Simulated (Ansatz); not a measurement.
Start from BN in the wurtzite structure (space group P6_3mc, No. 186).

```
CELL_PARAMETERS angstrom
      2.52320     0.00000     0.00000
     -1.26160     2.18516     0.00000
      0.00000     0.00000     4.17514
ATOMIC_POSITIONS crystal
  B  0.33333 0.66667 0.00030
  B  0.66667 0.33333 0.50030
  N  0.33333 0.66667 0.37470
  N  0.66667 0.33333 0.87470
```

Cartesian axes are those of the cell as printed.

The values are results of LDA (Ansatz, a program for electronic structure), without spin-orbit coupling, not measurements.

Strains are applied to the cell and any free atomic positions relax.

One change was made to it. Results:

```json
[
 {"quantity": "valence-band top at Γ (three highest levels, from the VBM)", "base": "0.00, 0.00, -0.29 eV", "after": "0.00, 0.00, -0.30 eV"},
 {"quantity": "smallest direct gap", "base": "8.29 eV", "after": "8.28 eV"}
]
```

**Question.** What was done to the base?
A) tensor shear ε_xz = +0.33 %
B) tensor shear ε_xz = +1.67 %
C) tensor shear ε_xz = +2.00 %

**Answer.** A, tensor shear ε_xz = +0.33 %. For comparison, the valence-band top at Γ in the other runs: tensor shear ε_xz = +1.67 % gives 0.00, -0.07, -0.43 eV; tensor shear ε_xz = +2.00 % gives 0.00, -0.10, -0.47 eV.

Whether these cells are dynamically stable was not tested.
